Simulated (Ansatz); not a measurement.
Start from CsPbBr3 in the cubic perovskite structure (space group Pm-3m, No. 221; a = 5.872 Å).

Structures relaxed with PBEsol (Ansatz, a first-principles code; PAW; 420 eV plane waves; no spin-orbit coupling).

Base:

Simulated powder pattern, Mo Kα, λ = 0.71073 Å (kinematic, ideal powder, no thermal factors, no anomalous dispersion; the 8 strongest lines at most, above 2 %, up to 2θ = 40°):

| 2θ (°) | I/Imax (%) | hkl |
|---|---|---|
| 6.94 | 35 | (100) |
| 9.82 | 85 | (110) |
| 13.90 | 100 | (200) |
| 17.05 | 45 | (211) |
| 19.71 | 80 | (220) |
| 24.20 | 30 | (222) |
| 31.41 | 42 | (420) |
| 34.49 | 31 | (422) |

One thing is altered: an isotropic linear strain of −0.60 %, atoms relaxed at fixed cell.

Where do the lines fall after the change?


Simulated powder pattern, Mo Kα, λ = 0.71073 Å (kinematic, ideal powder, no thermal factors, no anomalous dispersion; the 8 strongest lines at most, above 2 %, up to 2θ = 40°):

```json
[
 {"2θ (°)": "6.98", "d (Å)": "5.837", "I/Imax (%)": "35", "hkl": "(100)"},
 {"2θ (°)": "9.88", "d (Å)": "4.127", "I/Imax (%)": "85", "hkl": "(110)"},
 {"2θ (°)": "13.99", "d (Å)": "2.918", "I/Imax (%)": "100", "hkl": "(200)"},
 {"2θ (°)": "17.15", "d (Å)": "2.383", "I/Imax (%)": "45", "hkl": "(211)"},
 {"2θ (°)": "19.83", "d (Å)": "2.064", "I/Imax (%)": "80", "hkl": "(220)"},
 {"2θ (°)": "24.35", "d (Å)": "1.685", "I/Imax (%)": "30", "hkl": "(222)"},
 {"2θ (°)": "31.60", "d (Å)": "1.305", "I/Imax (%)": "41", "hkl": "(420)"},
 {"2θ (°)": "34.71", "d (Å)": "1.191", "I/Imax (%)": "31", "hkl": "(422)"}
]
```

The indices refer to the base's conventional cell; one index is shown for lines that coincide.

No phonon test of stability was made. Many cubic perovskites are stable only at high temperature; tilts and polar distortions were not tested. This is not the structure that CsPbBr3 has at room temperature and ambient pressure.
